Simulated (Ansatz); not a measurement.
## CaZrF6, pressure series

The parent structure is CaZrF6 (space group Fm-3m, No. 225; a = 8.5108 Å; a cell from a computed database, its experimental status unchecked).

Cell and atoms are relaxed at each pressure.

Method: PBEsol/PAW in Ansatz (an electronic-structure program), scalar-relativistic without spin-orbit coupling.

```tsv
pressure (GPa)	volume per atom (Å³/atom)
-2	19.990
0	19.265
0.3	19.169
0.7	?
1.5	18.815
3	18.425
5	17.972
7.5	17.487
10	17.068
```

Task: Fit the third-order Birch–Murnaghan form P(V) = (3B₀/2)[(V₀/V)^(7/3) − (V₀/V)^(5/3)]·[1 + (3/4)(B₀′ − 4)((V₀/V)^(2/3) − 1)] (squares taken in P) to the rows shown and predict the withheld row.

Result: Least squares on the printed values gives V₀ = 19.265 Å³/atom, B₀ = 59.8 GPa, B₀′ = 5.3; this predicts 19.047 Å³/atom, and the run gives 19.046 Å³/atom, in agreement.

Load acts through the strain it causes; cell and atoms are relaxed under it. Stability against distortions was not tested. Competing high-pressure phases were not computed.
